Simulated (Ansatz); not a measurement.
The starting structures come from a database of crystals and need not be the phases stable at ambient conditions.

```
CELL_PARAMETERS angstrom
      3.99359     0.00000     0.00000
     -1.99680     3.45855     0.00000
      0.00000     0.00000     6.58611
ATOMIC_POSITIONS crystal
  Ga 0.33333 0.66667 0.99998
  Ga 0.66667 0.33333 0.49998
  As 0.33333 0.66667 0.37402
  As 0.66667 0.33333 0.87402
```

Space group of this cell: P6_3mc, wurtzite. The cell is taken as given.

Method: r2SCAN (plane waves, PAW; Ansatz, a quantum-chemistry and plane-wave program).

The current runs along the normal of the first two printed vectors; no spin-orbit coupling. Scaled by the factor s: all lengths (ions clamped). Meshes 12×12×6 and 12×12 across the current in all rows.

| s | mean pressure (GPa) | band gap (eV) |
|---|---|---|
| 0.98 | 5.0 | 1.24 |
| 1.00 | 0.0 | 0.97 |
| 1.02 | -3.7 | ? |

### Question
Take the slope of the band gap against ln s from the two given rows, extrapolate to s = 1.02, and say what the run there gives.

### Answer
Slope = (1.24 − 0.97) / ln 0.98 = -13.4 eV. The line gives 0.97 + (-13.4) × ln 1.02 = 0.71 eV. The run gives 0.50 eV, 0.21 eV under the line, 78 % of the predicted step.
